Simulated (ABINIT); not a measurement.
Band structure of CsH (Pm-3m, 2 atoms in the cell).

```
CsH
1.0
    3.81459     0.00000     0.00000
    0.00000     3.81459     0.00000
    0.00000     0.00000     3.81459
Cs H
1 1
Direct
  0.00000   0.00000   0.00000
  0.50000   0.50000   0.50000
```

Method: LDA (PW92), PAW (JTH v2.0 LDA PAW) (plane waves; ABINIT).

Settings: pseudos = [Cs.LDA_PW-JTH.xml, H.LDA_PW-JTH.xml]; ecut = 816 eV; pawecutdg = 1633 eV; pawxcdev = 0; occopt = 1; ngkpt = 7 7 7; nshiftk = 1; shiftk = 0 0 0; potentials = JTH v2.0 LDA PAW; kptopt = 1; nstep = 80; tolvrs1 = 1e-12; diemac = 9.

The starting cell comes from a database of computed structures (which also holds hypothetical and non-ambient phases and stackings), without a prior relaxation at this level. Its lattice was rescaled by a random factor within 2.5 % of one.

Task: Predict the gap along the standard path and the places of the band edges.

Result: The gap along the path is 2.27 eV, from R to X; the smallest direct gap on it is 2.45 eV.

Levels in eV from the top of the valence band on the SCF mesh, bands 2 to 9:
```json
[
 {"point": "Γ", "2": "-7.65", "3": "-7.65", "4": "-7.65", "5": "-1.86", "6": "3.36", "7": "3.36", "8": "7.25", "9": "9.65"},
 {"point": "X", "2": "-9.23", "3": "-7.49", "4": "-7.49", "5": "0.01", "6": "2.56", "7": "4.16", "8": "6.18", "9": "6.18"},
 {"point": "M", "2": "-8.90", "3": "-8.90", "4": "-7.35", "5": "-1.06", "6": "4.40", "7": "6.50", "8": "6.83", "9": "6.83"},
 {"point": "R", "2": "-8.66", "3": "-8.66", "4": "-8.66", "5": "0.29", "6": "2.74", "7": "2.74", "8": "2.74", "9": "11.57"}
]
```
